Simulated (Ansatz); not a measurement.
Worked example: self-consistent single point of LaNi2Ge2 (I4mm, 5 atoms in the cell) in Ansatz (an electronic-structure program).

Method of the run: LDA (PW92), default PAW files made with PBE (plane waves; Ansatz).

```
CELL_PARAMETERS angstrom
     -2.09844     2.09844     4.95560
      2.09844    -2.09844     4.95560
      2.09844     2.09844    -4.95560
ATOMIC_POSITIONS crystal
  La 0.00505 0.00505 0.00000
  Ni 0.25000 0.75000 0.50000
  Ni 0.75000 0.25000 0.50000
  Ge 0.63661 0.63661 0.00000
  Ge 0.36339 0.36339 0.00000
```

Reference input (self-consistent single point, DFT, LDA (PW92), plane waves, default PAW files made with PBE): basis.ecutwfc = 30.9 Ry; kpoints.mp_grid.grid = 9 9 9; hamiltonian.xc = lda; hamiltonian.pseudopotentials = {kind: paw} (the program's default PAW files); scf.occupations.method = gaussian; scf.occupations.width = 0.0073 Ry. This run's input differs from it in these lines:

Ansatz 0.2 input:
```diff
@@ -15,3 +15,3 @@
 kpoints:
-  mp_grid: { grid: [9, 9, 9] }
+  mp_grid: { grid: [8, 8, 8] }
 hamiltonian:
@@ -20,3 +20,3 @@
 scf:
-  occupations: { method: gaussian, width: 0.0073 Ry }
+  occupations: { method: gaussian, width: 0.0037 Ry }
 output:
```

Output (repeated stretches shortened):

```
SCF iter   1: F=—  HF=-26057.915695 eV  |F-HF|=—  |Δ(HF+E_count)|=         —  Δρ=9.12e-3  dr2=3.80e-2  ethr=1.77e-3  ⟨swp⟩=5.8  Hψ=9071  notcnv=0  defer=1
all-band conjugate gradients solve this SCF's bands
preconditioner: auto → Kerker (q_TF=auto, 2.660 Å⁻¹)
SCF iter   2: F=—  HF=-26057.905088 eV  |F-HF|=—  |Δ(HF+E_count)|=   1.06e-2  Δρ=3.42e-3  dr2=1.45e-2  ethr=5.07e-5  ⟨swp⟩=2.0  Hψ=5630  notcnv=0  defer=153
   [... lines left out ...]
SCF iter   5: F=—  HF=-26057.901043 eV  |F-HF|=—  |Δ(HF+E_count)|=   2.73e-5  Δρ=1.37e-4  dr2=1.43e-5  ethr=7.65e-8  ⟨swp⟩=2.0  Hψ=4263  notcnv=0  defer=153
SCF iter   6: F=—  HF=-26057.901035 eV  |F-HF|=—  |Δ(HF+E_count)|=   7.88e-6  Δρ=6.73e-5  dr2=4.74e-6  ethr=1.91e-8  ⟨swp⟩=2.6  Hψ=4775  notcnv=0  defer=153
SCF iter   7: F=—  HF=-26057.901034 eV  |F-HF|=—  |Δ(HF+E_count)|=   1.15e-6  Δρ=2.34e-5  dr2=5.11e-7  ethr=6.32e-9  ⟨swp⟩=2.0  Hψ=4062  notcnv=0  defer=153
SCF iter   8: F=-26057.901034 eV  HF=-26057.901034 eV  |F-HF|=1.42e-8  |Δ(HF+E_count)|=   1.33e-7  Δρ=3.96e-6  dr2=1.47e-8  ethr=1.33e-10  ⟨swp⟩=10.3  Hψ=12277  notcnv=0
SCF 1 converged in 8 iterations: F = -26057.901034 eV  dr2 = 1.47e-8
Free energy (F): -26057.901034 eV
Internal energy: -26057.893565 eV  (E = F + TS)
E sigma→0 (E₀):  -26057.897300 eV
Entropy (-TS):   -0.007469 eV (-1.494 meV/atom)
Fermi energy:    13.494656 eV
--- Forces (eV/Å), atoms counted from 1 ---
  atom   1  La     0.00000000     0.00000000    -0.22975503
  atom   2  Ni    -0.00000000    -0.00000000     0.05726723
  atom   3  Ni     0.00000000    -0.00000000     0.05726723
  atom   4  Ge     0.00000000     0.00000000     0.25249279
  atom   5  Ge    -0.00000000    -0.00000000    -0.13726457
--- Stress (GPa, compression-positive) ---
       -7.190972       0.000000      -0.000000
        0.000000      -7.190972      -0.000000
       -0.000000      -0.000000      -6.382936
  P = ⅓ Tr σ = -6.9216 GPa (-69.216 kbar)
  The stress holds the Pulay correction. Without it, at fixed plane waves, as pw.x and ABINIT print it: P = -6.9632 GPa
```

The run converged in 8 iterations. Against the reference run the free energy goes up by 2.0 meV/atom, the pressure hardly changes (-6.93 to -6.92 GPa) and the largest force goes from 0.229 to 0.252 eV/Å.

The starting cell comes from a database of computed structures (which also holds hypothetical and non-ambient phases and stackings), without a prior relaxation at this level. Its lattice was rescaled by up to half a per cent. One atom was moved a little off its site on purpose. Spin polarisation is off. With a pressure of about -7 GPa the cell is away from its equilibrium volume at this level. Ansatz's pressure includes its estimate of the finite-basis (Pulay) stress.

Cost on one core of a shared machine: roughly 30 s.
